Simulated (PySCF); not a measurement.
PySCF 2.14.0, PBE/gth-szv, GTH-PBE pseudopotentials, periodic, gdf: diamond-structure Si, 2 atoms. Basis and mesh were picked for this test and aren't claimed converged.

| Property | Value |
|---|---|
| cell | 3.84, 3.84, 3.84 Å; 60, 60, 60° |
| task | energy |
| method | pbe |
| basis | gth-szv |
| pseudo | gth-pbe |
| k mesh | 3×3×3 |
| mol.max_memory | 64000 MB |
| mf.init_guess | minao (default) |
| mf.DIIS | CDIIS (default) |
| mf.diis_space | 8 (default) |
| basis functions (base settings) | 8 |
| grid points (base settings) | 37405 |
| k-points (base settings) | 27 |

Machine: one whole node, Arm Neoverse V2, 96 cores on 1 socket, no SMT, 1 L3 cache group.

Times are wall-clock medians of two to five runs, from launch to exit, with nothing else on the machine. Unless noted, each process is bound to its own block of adjacent cores. The build: PyPI wheel: OpenMP (GNU), a bundled serial OpenBLAS 0.3.3 under its C layer, NumPy's threaded OpenBLAS held to generic ARMv8 kernels, libcint, Libxc; another build can shift the numbers. Scratch files lie in a memory file system.

First run (32 threads, 1 BLAS thread, two_electron_scheme = gdf, mol.ke_cutoff = not set, mol.precision = 1e-08 (default)):

```
    CPU time for int3c kernel initialization      0.79 sec, wall time      0.08 sec
    CPU time for int3c kernel initialization      0.20 sec, wall time      0.01 sec
    CPU time for get_pp      2.26 sec, wall time      0.28 sec
    CPU time for setting up grids      2.47 sec, wall time      0.52 sec
    CPU time for vxc      9.42 sec, wall time      0.83 sec
    CPU time for int3c kernel initialization      0.80 sec, wall time      0.03 sec
    CPU time for pass1: real space int3c2e      5.29 sec, wall time      0.76 sec
    CPU time for int2c2e      0.13 sec, wall time      0.01 sec
    CPU time for pass2: AFT int3c2e      1.21 sec, wall time      0.13 sec
    CPU time for get_j      0.17 sec, wall time      0.12 sec
    CPU time for vj and vk      6.69 sec, wall time      1.03 sec
    CPU time for veff      6.70 sec, wall time      1.03 sec
init E= -8.03457227606399
    CPU time for initialize scf     18.47 sec, wall time      2.17 sec
    CPU time for vxc      6.04 sec, wall time      0.21 sec
    CPU time for get_j      0.17 sec, wall time      0.12 sec
    CPU time for vj and vk      0.17 sec, wall time      0.12 sec
    CPU time for veff      0.17 sec, wall time      0.12 sec
cycle= 1 E= -7.78979779086105  delta_E= 0.245  |g|= 0.0232  |ddm|= 15.3
    CPU time for cycle= 1      6.21 sec, wall time      0.34 sec
    CPU time for vxc      6.01 sec, wall time      0.21 sec
    CPU time for get_j      0.16 sec, wall time      0.12 sec
    CPU time for vj and vk      0.16 sec, wall time      0.12 sec
    CPU time for veff      0.16 sec, wall time      0.12 sec
cycle= 2 E= -7.78981914187964  delta_E= -2.14e-05  |g|= 0.000757  |ddm|= 0.132
    CPU time for cycle= 2      6.29 sec, wall time      0.33 sec
    CPU time for vxc      5.99 sec, wall time      0.21 sec
    CPU time for get_j      0.17 sec, wall time      0.12 sec
    CPU time for vj and vk      0.17 sec, wall time      0.12 sec
    CPU time for veff      0.17 sec, wall time      0.12 sec
cycle= 3 E= -7.78981916751193  delta_E= -2.56e-08  |g|= 3.87e-05  |ddm|= 0.00453
    CPU time for cycle= 3      6.28 sec, wall time      0.34 sec
    CPU time for vxc      6.00 sec, wall time      0.21 sec
    CPU time for get_j      0.17 sec, wall time      0.12 sec
    CPU time for vj and vk      0.17 sec, wall time      0.12 sec
    CPU time for veff      0.17 sec, wall time      0.12 sec
    CPU time for scf_cycle     43.42 sec, wall time      3.51 sec
    CPU time for SCF     43.47 sec, wall time      3.55 sec
converged SCF energy = -7.78981916750639
SCF converged: True
wall of the SCF part: 3.553 s
```

Second run:

```
    CPU time for vxc      3.65 sec, wall time      0.14 sec
    CPU time for vj and vk      2.33 sec, wall time      0.10 sec
    CPU time for veff      2.33 sec, wall time      0.10 sec
init E= -8.03391468721634
    CPU time for initialize scf      8.41 sec, wall time      0.42 sec
    CPU time for vxc      2.51 sec, wall time      0.09 sec
    CPU time for vj and vk      2.23 sec, wall time      0.09 sec
    CPU time for veff      2.23 sec, wall time      0.09 sec
cycle= 1 E= -7.78837845388506  delta_E= 0.246  |g|= 0.0215  |ddm|= 15.3
    CPU time for cycle= 1      4.75 sec, wall time      0.18 sec
    CPU time for vxc      2.48 sec, wall time      0.09 sec
    CPU time for vj and vk      2.18 sec, wall time      0.09 sec
    CPU time for veff      2.18 sec, wall time      0.09 sec
cycle= 2 E= -7.78839809745594  delta_E= -1.96e-05  |g|= 0.000798  |ddm|= 0.132
    CPU time for cycle= 2      4.77 sec, wall time      0.18 sec
    CPU time for vxc      2.51 sec, wall time      0.09 sec
    CPU time for vj and vk      2.39 sec, wall time      0.10 sec
    CPU time for veff      2.39 sec, wall time      0.10 sec
cycle= 3 E= -7.78839812587183  delta_E= -2.84e-08  |g|= 2.84e-05  |ddm|= 0.00471
    CPU time for cycle= 3      4.99 sec, wall time      0.19 sec
    CPU time for vxc      2.48 sec, wall time      0.08 sec
    CPU time for vj and vk      2.26 sec, wall time      0.09 sec
    CPU time for veff      2.26 sec, wall time      0.09 sec
    CPU time for scf_cycle     27.66 sec, wall time      1.15 sec
    CPU time for SCF     27.70 sec, wall time      1.19 sec
converged SCF energy = -7.78839812586731
SCF converged: True
wall of the SCF part: 1.198 s
```

Task: Both blocks come from the same system on the same machine. Which change was made from the first run to the second?
A) two_electron_scheme = fftdf, mol.ke_cutoff = 40 Hartree
B) mol.precision = 1e-10
C) two_electron_scheme = fftdf, mol.ke_cutoff = 80 Hartree
D) two_electron_scheme = rsdf

Result: A, two_electron_scheme = fftdf, mol.ke_cutoff = 40 Hartree. The largest move is in exchange-correlation on the grid (vxc): 1.7 s to 0.49 s. What the program resolved moves too: FFT mesh from [9 9 9] to [23 23 23]. The other changes gave 2.8 s (two_electron_scheme = fftdf, mol.ke_cutoff = 80 Hartree), 5.9 s (mol.precision = 1e-10), 6.7 s (two_electron_scheme = rsdf), against 1.6 s here and 4.0 s at first.
